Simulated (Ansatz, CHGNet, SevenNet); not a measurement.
**Lattice parameter a of ZrSe2 (model structure, started from the 3R-MoS2 type, R3m, No. 160, 3 atoms in the cell) at several levels of theory**

No measured value is used here.

```
level (code)         value (Å)
-------------------  ---------
CHGNet 0.3.0             3.730
SevenNet-0               3.699
SevenNet-l3i5            3.776
LDA (Ansatz)             3.618
PBE (Ansatz)                 …
PBEsol (Ansatz)          3.647
PBE-D3(BJ) (Ansatz)          …
```

**Question.** Some entries are withheld; supply them.

**Answer.** 
- PBE (Ansatz, an electronic-structure program), value (Å): 3.705
- PBE-D3(BJ) (Ansatz), value (Å): 3.657

CHGNet 0.3.0, SevenNet-0, SevenNet-l3i5: the cell moved over 20 % in volume from its start. SevenNet-0, SevenNet-l3i5: the cell has another shape than the first-principles one, perhaps another minimum in the same group. Ansatz's density-functional and Hartree–Fock values are scalar-relativistic unless marked +SOC, with PAW data made under PBE.

Machine-learned potentials (CHGNet 0.3.0, SevenNet-0, SevenNet-l3i5) are trained on DFT data: a solid inside that data is no test of them.

A model structure was made by putting elements into a prototype or built by hand; it is no filed structure, need not be a known phase, and can be a saddle point held by its symmetry.
